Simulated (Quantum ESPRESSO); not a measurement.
## Several settings converged on ZrC (Fm-3m, 2 atoms in the cell)

```xyz
2
Lattice="0.0000 2.3571 2.3571 2.3571 0.0000 2.3571 2.3571 2.3571 0.0000" Properties=species:S:1:pos:R:3 pbc="T T T"
Zr     0.0000     0.0000     0.0000
C      2.3571     2.3571     2.3571
```

Base method: PBE, GBRV 1.5 ultrasoft (PBE) pseudopotentials (plane waves; Quantum ESPRESSO).

Base settings: ecutwfc = 40 Ry; ecutrho = 320 Ry; occupations = smearing; smearing = fd; degauss = 0.0073499 Ry; potentials = {Zr: zr_pbe_v1.uspp.F.UPF, C: c_pbe_v1.2.uspp.F.UPF}; K_POINTS = automatic 12 12 12 0 0 0; conv_thr = 1e-10 Ry.

The count of work is k-points × plane waves × bands × iterations; it is no time. Core times come from one kind of shared machine, to one figure; runs under 30 s give none.

**Zone-centre phonons against the SCF threshold**

In this ladder: ph.x.tr2_ph = 1e-14; ph.x.fildyn = dyn.G; dynmat.x.fildyn = dyn.G; dynmat.x.asr = crystal.

The mesh stays at the base's, so the ladder's end is converged at best in this setting alone.

Frequencies are those of the unrelaxed cell, without the LO-TO term of polar crystals.

Only quantities that move along the ladder and can be compared are tabulated.

| conv_thr | highest zone-centre frequency (cm⁻¹) |
|---|---|
| 7.3e-05 Ry | 431.1 |
| 7.3e-07 Ry | 411.0 |
| 7.3e-09 Ry | 410.8 |
| 7.3e-11 Ry | 410.9 |
| 7.3e-13 Ry | 410.9 |

Coarsest conv_thr that holds the highest zone-centre frequency within 1 cm⁻¹ of the last step, with all finer ones: 7.3e-07 Ry; the step before is off by 20 cm⁻¹.

**The size of a vacancy's supercell**

On ZrC (Fm-3m, 4 atoms in the cell), and larger cells.

Steps: 2 x 1 x 1 supercell, one C atom taken out, nothing relaxed; 2 x 2 x 1 supercell, one C atom taken out, nothing relaxed; and so on, with the mesh thinned in proportion.

Only quantities that move along the ladder and can be compared are tabulated.

```tsv
atoms	energy of the cell with the vacancy less the whole one (holds the removed atom on the program's zero: only its change counts) (eV)	count of work / last	core time / last (rough)
4	158.014	0.35	0.2
8	157.967	1.2	0.8
16	157.904	1.0	1
```

Smallest size that holds the energy of the cell with the vacancy less the whole one (holds the removed atom on the program's zero: only its change counts) within 0.1 eV: not settled: the last two steps still differ by 0.063 eV, over half the tolerance, so the ladder does not show it.

On the base run: the starting cell has typed, rounded lattice constants, without a prior relaxation at this level. Its lattice was rescaled by up to half a per cent.
